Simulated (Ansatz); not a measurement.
# How the volume per atom of TiB2 (model structure, started from the Al2Cu type, P4/mmm, No. 123, 6 atoms in the cell) moves with the method

No measured value is used here.

| level (code) | value (Å³/atom) |
|---|---|
| PBE (Ansatz) | 10.11 |
| PBEsol (Ansatz) | ___ |
| PBE-D3(BJ) (Ansatz) | 9.79 |

Task: Fill in the missing entries.

Result: 
- PBEsol (Ansatz, a first-principles code), value (Å³/atom): 9.87

Ansatz's density-functional and Hartree–Fock values are scalar-relativistic unless marked +SOC, with PAW data made under PBE.

A model structure was made by putting elements into a prototype or built by hand; it is no filed structure, need not be a known phase, and can be a saddle point held by its symmetry.
